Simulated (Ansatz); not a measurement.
The parent structure is BeS in the zinc blende structure (space group F-43m, No. 216; a = 4.838 Å). Axes: x, y, z lie along the cube axes.

Perturbation: the cell is compressed by 3.27 % along z with no lateral relaxation, atoms relaxed at fixed cell.

Levels (all Ansatz, an electronic-structure program, PAW): PBEsol (420 eV, spin-orbit coupling left out); HSE06 (420 eV, scalar-relativistic without spin-orbit coupling).

The geometry is relaxed with PBEsol.

| Quantity | Result |
|---|---|
| PBEsol lowest conduction level above the VBM at special points | M 2.54 eV; X 2.81 eV; S₀ 3.73 eV; Γ 5.43 eV |

**Question.** Predict the lowest conduction level above the VBM at special points from HSE06.

**Answer.** The lowest conduction level above the VBM at special points goes from M 2.54 eV; X 2.81 eV; S₀ 3.73 eV; Γ 5.43 eV to M 3.66 eV; X 3.94 eV; S₀ 4.89 eV; Γ 6.71 eV.

Single points use the geometry relaxed with PBEsol. HSE06 was sampled on its mesh, a few special points and the semilocal edge points, so its gap is an upper bound. The levels and masses belong to the bands next to the band gap. The cells carry an imposed strain or load. Stability against distortions was not tested. k-point labels follow each cell's own Brillouin zone.
